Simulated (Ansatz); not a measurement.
# Response to strain in MgO

The reference is MgO in the rock salt structure (space group Fm-3m, No. 225; a = 4.214 Å). Axes: x, y, z lie along the cube axes.

Strains are applied to the cell and any free atomic positions relax; under biaxial strain the out-of-plane vector relaxes too; under stress the whole cell relaxes.

Calculations: PBEsol in Ansatz (plane waves to 420 eV, PAW, no SOC).

Notes on the quantities. pressure: mean of the normal stresses, compression positive.

```json
[
 {"change": "base", "pressure": "0.0 kbar", "band gap": "4.62 eV", "electron mass": "0.34 mₑ (at Γ)"},
 {"change": "biaxial strain +4.14 %, plane normal [001], relaxed out of plane", "pressure": "-69.5 kbar", "band gap": "4.02 eV", "electron mass": "0.35 mₑ out of plane, 0.31 mₑ in plane (at Γ)"},
 {"change": "uniaxial strain ε_zz = −1.75 %", "pressure": "29.9 kbar", "band gap": "4.78 eV", "electron mass": "–"},
 {"change": "tensor shear ε_xy = −0.57 %", "pressure": "0.1 kbar", "band gap": "4.58 eV", "electron mass": "0.34 mₑ (at Γ)"},
 {"change": "uniaxial stress, 1 GPa tension along x", "pressure": "–", "band gap": "4.59 eV", "electron mass": "0.34 mₑ (at Γ)"}
]
```

Effective masses come from finite differences of ±0.01 Å⁻¹. Beyond what the load breaks, stability against distortions was not tested.

Ansatz is a first-principles code.
